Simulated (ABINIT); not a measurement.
## Equation of state of zinc-blende CdTe (space group 216): energy against volume (ABINIT, LDA)

```
CdTe
1.0
    0.00000     3.11399     3.11399
    3.11399     0.00000     3.11399
    3.11399     3.11399     0.00000
Cd Te
1 1
Direct
  0.00000   0.00000   0.00000
  0.75000   0.75000   0.75000
```

Level of theory: LDA (PW92), norm-conserving pseudopotentials (PseudoDojo nc-sr-04 LDA standard) (plane waves; ABINIT). Settings: pseudos = [Cd.upf, Te.upf]; ecut = 66 Ha; occopt = 3; tsmear = 0.01 eV; ngkpt = 9 9 9; nshiftk = 1; shiftk = 0 0 0; potentials = PseudoDojo nc-sr-04 LDA standard; nband = 24; kptopt = 1; nstep = 100; toldfe = 1e-09 Ha. The cell above is the first row's. The rows scale it uniformly. In all rows fractional positions and the k mesh are held. E is the free energy at the stated smearing, counted from the lowest row.

```
V (Å^3/atom)  E (meV/atom)
------------  ------------
30.1960                  ?
30.8525              20.86
31.5089               9.25
32.1654               2.47
32.8218               0.00
33.4782               1.36
34.1347               6.14
34.7911              13.95
35.4475              24.48
```

Q: Fit E against V with the third-order Birch-Murnaghan form, a cubic in V^(-2/3), and predict the withheld value at V = 30.1960.

A: With u = V^(-2/3) - 0.0970, the rows have u = 0.0046576, 0.0032408, 0.0018722, 0.0005495, -0.0007298, -0.0019681, -0.0031672, -0.0043292. Least squares gives E = 0.136 - 864.1·u + 1119306·u² + 4631244·u³. Residuals (row less fit): -0.001, 0.001, -0.002, 0.000, -0.001, 0.003, -0.004, 0.001; standard error 0.003 (degrees of freedom: 4). Its minimum lies at u = 0.0003851, so V0 = (0.0973851)^(-3/2) = 32.90. There d²E/du² = 2249000 and d³E/du³ = 2.779e7, so B0 = (4/9) × 32.90^(-7/3) × 2249000 × 0.160218 = 46.2 GPa (the last factor turns the table's units into GPa), and B0' = 4 + (2/3) × 0.0973851 × (2.779e7)/2249000 = 4.8. The program's pressures in the fitted runs (not shown) pass through zero at V = 32.90, 0.01 % from this V0. At the withheld row, u = 0.0061257, so E = 0.136 - 864.1 × 0.0061257 + 1119306 × 0.0061257² + 4631244 × 0.0061257³ = 37.908 meV/atom. The calculation gives 37.90 meV/atom, 0.008 meV/atom below the prediction (under 0.05 % of the range of E in the table). The row lies outside the fitted rows, so this is an extrapolation. From the scatter of the fitted rows alone, a prediction at this place has a standard error of 0.008 meV/atom, so the miss is 1.0 times that.

Carrying the step between the two nearest rows on in a straight line would have given 32.47, off by 5.43; series whose last step already gives the withheld value aren't shown. The scan was laid around a cell of about the measured size, scaled by a guess for this functional. The runs keep the symmetry of the cell, so they don't test it for distortions. The LDA file for Te was generated anew from PseudoDojo's inputs, some of which were changed. Spin-orbit coupling is off. Cutoffs and mesh are single choices, not tested for convergence of this quantity. Series with a scatter that would blur these digits, or in which a gap closes, are not shown. Nor are scans whose minimum lies at an end fitted in this form.
